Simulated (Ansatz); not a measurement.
Formation energy of the bound charge states of O vacancy (broken-bond start) in corundum (start: the O site; a neighbour pushed 0.95 Å away from the vacancy; 120-site cell, 2×2×2 Γ-centred sampling) against the Fermi level, Al-rich (Δμ(O) = -4.96 eV; only phases computed here count, gases as isolated molecules at 0 K). These are PBE, PAW (plane waves to 420 eV; Ansatz, a quantum-chemistry and plane-wave program) values and carry that method's errors.

Set-up: 120-site cell; 2×2×2 Γ-centred k-points; host gap 5.85 eV; charged states image-corrected; finite-size errors of tenths of an eV; flagged in the runs: a host whose relaxation on this sampling wasn't shown to rest.

| E_F − E_VBM (eV) | q = +2 | q = +1 | q = 0 |
|---|---|---|---|
| 0.00 | -3.55 | -1.11 | 1.75 |
| 0.73 | -2.09 | -0.38 | 1.75 |
| 1.46 | -0.63 | 0.35 | 1.75 |
| 2.19 | 0.83 | 1.08 | 1.75 |
| 2.92 | 2.30 | 1.81 | 1.75 |
| 3.66 | 3.76 | 2.55 | 1.75 |
| 4.39 | 5.22 | 3.28 | 1.75 |
| 5.12 | 6.68 | 4.01 | 1.75 |
| 5.85 | 8.15 | 4.74 | 1.75 |

Crossings of the lowest lines: (+2/+1) at 2.44 eV; (+1/0) at 2.86 eV.
